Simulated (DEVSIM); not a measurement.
Schottky contact on n-type Si

Device: Schottky contact on n-type Si, at 250 K.

```csv
layer (left to right),material,thickness (μm),Nd (cm⁻³),τn (s),τp (s)
1,Si,1.10,5e15,0.00011,0.00011
2,Si,41.0,6.8e17,0.00011,0.00011
```

Left contact: Schottky, work function 4.77 eV, emission velocity 4.8e6 cm/s. Right contact: ohmic. Voltage is applied to the left contact. Recombination: SRH at mid-gap, radiative. Mobility is constant in doping.

Constants are typed, rounded textbook-type inputs, not results; the design itself was drawn at random and stands for no fabricated device. Values at 300 K; Nc and Nv go as T^1.5, mobilities as T to minus their exponent, the gap by Varshni's rule with the affinity fixed.

```tsv
parameter	Si
gap (eV)	1.124
affinity (eV)	4.05
permittivity	11.7
Nc (cm⁻³)	2.86e19
Nv (cm⁻³)	3.1e19
μn (cm²/Vs)	1417
μp (cm²/Vs)	470
T exponent of μn	2.3
T exponent of μp	2.2
B (cm³/s)	4.7e-15
Varshni α (eV/K)	0.000473
Varshni β (K)	636
```

Model (solved in DEVSIM): 1D drift-diffusion, Boltzmann statistics, complete ionisation; no tunnelling, impact ionisation, image-force lowering or self-heating. Metal contacts follow the ideal Schottky-Mott rule: no Fermi-level pinning, no interface dipoles.

The potential step across the device at zero bias is 0.645 V and the dark forward voltage at 1 A/cm² comes out as 0.365 V. The dark forward voltage at 100 A/cm² is 0.477 V.

Dark forward current:

```csv
V (V),J (A/cm²)
0.05,4.3e-7
0.10,4.8e-6
0.15,4.9e-5
0.20,0.00050
0.25,0.0050
0.30,0.051
0.35,0.51
0.40,4.9
0.45,42
0.50,220
0.55,590
0.60,1100
0.65,1600
0.70,2200
```

Small-signal capacitance in reverse bias (quasi-static):

```tsv
V (V)	C (nF/cm²)
-0.2	24.0
-0.5	20.2
-1	16.5
-1.5	14.3
-2	12.8
-3	10.9
-4	10.00
-5	9.65
-6.5	9.48
-8	9.43
-10	9.39
```
